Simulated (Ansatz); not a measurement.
Worked example: self-consistent single point of LaGe3Ir (I4mm, 5 atoms in the cell) in Ansatz (a quantum-chemistry and plane-wave program)

Method of the run: PBEsol, default PAW files made with PBE (plane waves; Ansatz).

The input file:

Ansatz 0.2 input:
```yaml
crystal:
  lattice:
    - [-2.23028600, 2.23028600, 5.06692000]
    - [2.23028600, -2.23028600, 5.06692000]
    - [2.23028600, 2.23028600, -5.06692000]
  atoms:
    - { symbol: La, position: [0.58346400, 0.58346400, 0.00000000] }
    - { symbol: Ge, position: [0.34263000, 0.84263000, 0.50000000] }
    - { symbol: Ge, position: [0.84263000, 0.34263000, 0.50000000] }
    - { symbol: Ge, position: [0.00049000, 0.00049000, 0.00000000] }
    - { symbol: Ir, position: [0.23877000, 0.23877000, 0.00000000] }
basis:
  ecutwfc: 420.0
kpoints:
  mp_grid: { grid: [5, 5, 5] }
hamiltonian:
  xc: pbesol
  pseudopotentials: { kind: paw }
scf:
  occupations: { method: gaussian, width: 0.1 }
output:
  forces: true
  eigenvalues: true
  stress: true
```

Output, abridged:

```
WARN ansatz: RAYON_NUM_THREADS=1 ignored (pool sized by the plan → 1); use --threads N
Pseudopotentials: kind: paw
Pseudopotential: La, paw, valence charge 11
Pseudopotential: Ge, paw, valence charge 14
Pseudopotential: Ir, paw, valence charge 17
Crystal: 5 atoms, lattice volume = 100.815 Å³
Basis set: ecut = 420 eV, 1985 PW (Γ), exchange–correlation on 80×80×80 points (8 copies of the dense FFT grid, shifted against one another)
Bands: 42, of which v1, the nominal top of the filled ones, is band 35 counted from 1 (34 counted from 0)
Symmetry: 8 space group operations
Space group: I4mm (ITA 107), of the structure as read, at distance tolerance 4.7e-5 Å
k-points: 18 of 125 (time reversal used)
PAW frozen core: La, regenerated for the run's functional, and the local potential with it
PAW frozen core: Ge, regenerated for the run's functional, and the local potential with it
PAW frozen core: Ir, regenerated for the run's functional, and the local potential with it
Initial density: superposition of atomic densities (neutral atoms: chi_scale 0, normalization atom), corrected by the library's trained network
Initial wavefunctions: pseudopotential atomic-orbital guess
Eigensolver: davidson
Functional: x = pbesol(κ = 0.804, μ = 0.12345679012345678), c = pbesol(β = 0.046)
SCF iter   1: F=—  HF=-30724.604762 eV  |F-HF|=—  |Δ(HF+E_count)|=         —  Δρ=3.65e-3  dr2=1.14e-2  ethr=1.77e-3  ⟨swp⟩=5.3  Hψ=2447  notcnv=0
all-band conjugate gradients solve this SCF's bands
preconditioner: auto → Kerker (q_TF=auto, 2.567 Å⁻¹)
SCF iter   2: F=—  HF=-30724.603902 eV  |F-HF|=—  |Δ(HF+E_count)|=   8.60e-4  Δρ=2.08e-3  dr2=4.10e-3  ethr=1.63e-5  ⟨swp⟩=2.0  Hψ=1456  notcnv=0
SCF iter   3: F=—  HF=-30724.603702 eV  |F-HF|=—  |Δ(HF+E_count)|=   2.00e-4  Δρ=8.16e-4  dr2=9.54e-4  ethr=5.85e-6  ⟨swp⟩=3.0  Hψ=1310  notcnv=0
SCF iter   4: F=—  HF=-30724.603473 eV  |F-HF|=—  |Δ(HF+E_count)|=   2.29e-4  Δρ=2.27e-4  dr2=6.39e-5  ethr=1.36e-6  ⟨swp⟩=2.0  Hψ=1266  notcnv=0
SCF iter   5: F=—  HF=-30724.603475 eV  |F-HF|=—  |Δ(HF+E_count)|=   1.51e-6  Δρ=1.10e-4  dr2=1.38e-5  ethr=9.13e-8  ⟨swp⟩=2.0  Hψ=1303  notcnv=0
SCF iter   6: F=—  HF=-30724.603473 eV  |F-HF|=—  |Δ(HF+E_count)|=   1.25e-6  Δρ=2.93e-5  dr2=1.52e-6  ethr=1.97e-8  ⟨swp⟩=2.0  Hψ=972  notcnv=0
SCF iter   7: F=—  HF=-30724.603473 eV  |F-HF|=—  |Δ(HF+E_count)|=   1.87e-7  Δρ=1.02e-5  dr2=1.82e-7  ethr=2.17e-9  ⟨swp⟩=2.4  Hψ=1275  notcnv=0
SCF iter   8: F=-30724.603473 eV  HF=-30724.603473 eV  |F-HF|=4.92e-9  |Δ(HF+E_count)|=   4.01e-8  Δρ=2.38e-6  dr2=1.06e-8  ethr=1.43e-10  ⟨swp⟩=8.6  Hψ=3245  notcnv=0
SCF 1 converged in 8 iterations: F = -30724.603473 eV  dr2 = 1.06e-8
SCF converged after 8 iterations
Free energy (F): -30724.603473 eV
Harris-Foulkes:  -30724.603473 eV  (|F-HF|=4.92e-9)
Internal energy: -30724.594557 eV  (E = F + TS)
E sigma→0 (E₀):  -30724.599015 eV
Entropy (-TS):   -0.008916 eV (-1.783 meV/atom)
Fermi energy:    13.804825 eV
--- Per-component energies (eV) ---
  E_band       = -518.653995
  E_kinetic    = 1150.777589
  E_local      = -9029.100709  (includes V_loc(G=0)·N_el)
  E_nonlocal   = 1432.968240
  E_hartree    = 3903.887866
  E_xc         = -631.451037
  E_vxc        = -643.363466  (∫ρ·V_xc dr)
  E_paw        = -20354.354735  (= ΣΔE_a)
  E_vpaw       = -1237.711868  (= ΣTr[D̂ρ^β])
  E_aug_tail   = 0.001026  (compensation charges beyond the density's cutoff)
  E_ewald      = -7200.511400
  E_core_change = 3.188603  (= ΣΔE_core)
  E_smearing   = -0.008916  (= −TS)
  E_closure    = 0.000000  (closes the sum)
  Σ components = -30724.603473   (vs F -30724.603473, Δ=0.00e0)
--- Forces (eV/Å), atoms counted from 1 ---
  atom   1  La     0.00000000     0.00000000    -0.22908662
  atom   2  Ge     0.00000000     0.00000000     0.00826668
  atom   3  Ge    -0.00000000     0.00000000     0.00826668
  atom   4  Ge    -0.00000000     0.00000000     0.12404733
  atom   5  Ir    -0.00000000    -0.00000000     0.08846542
  max |Σ_I F_I| component: 4.05e-5 eV/Å
--- Stress (GPa, compression-positive) ---
       -3.367850       0.000000      -0.000000
        0.000000      -3.367850      -0.000000
       -0.000000      -0.000000      -3.549029
  P = ⅓ Tr σ = -3.4282 GPa (-34.282 kbar)
  The stress holds the Pulay correction. Without it, at fixed plane waves, as pw.x and ABINIT print it: P = -3.4576 GPa
--- Band table (eV; the first three rows and the last of 18) ---
  k-point 0: bands = ["-78.2324", "-35.1439", "-35.1439", "-35.1099", "-18.9606", "-10.8543", "-10.8365", "-10.8169", "-10.8169", "-10.8159", "-10.7356", "-10.7292", "-10.7125", "-10.7125", "-10.7100", "-10.6527", "-10.6291", "-10.6073", "-10.5932", [...]
  k-point 1: bands = ["-78.2324", "-35.1443", "-35.1443", "-35.1096", "-18.9539", "-10.8497", "-10.8242", "-10.8193", "-10.8150", "-10.8138", "-10.7536", "-10.7237", "-10.7220", "-10.7129", "-10.7073", "-10.6512", "-10.6282", "-10.6105", "-10.5948", [...]
  k-point 2: bands = ["-78.2324", "-35.1451", "-35.1451", "-35.1093", "-18.9439", "-10.8416", "-10.8376", "-10.8136", "-10.8125", "-10.7920", "-10.7828", "-10.7392", "-10.7125", "-10.7063", "-10.7042", "-10.6497", "-10.6219", "-10.6137", "-10.5992", [...]
  k-point 17: bands = ["-78.2324", "-35.1444", "-35.1439", "-35.1098", "-18.9560", "-10.8522", "-10.8271", "-10.8198", "-10.8164", "-10.8148", "-10.7453", "-10.7231", "-10.7162", "-10.7148", "-10.7097", "-10.6520", "-10.6287", "-10.6104", [...]
```

The run converged in 8 iterations.

The starting cell comes from a database of computed structures (which also holds hypothetical and non-ambient phases and stackings), without a prior relaxation at this level. Its lattice was rescaled by up to half a per cent. One atom was moved a little off its site on purpose. Spin-orbit coupling is off. Spin polarisation is off. With a pressure of about -3 GPa the cell is away from its equilibrium volume at this level. Ansatz's pressure includes its estimate of the finite-basis (Pulay) stress.
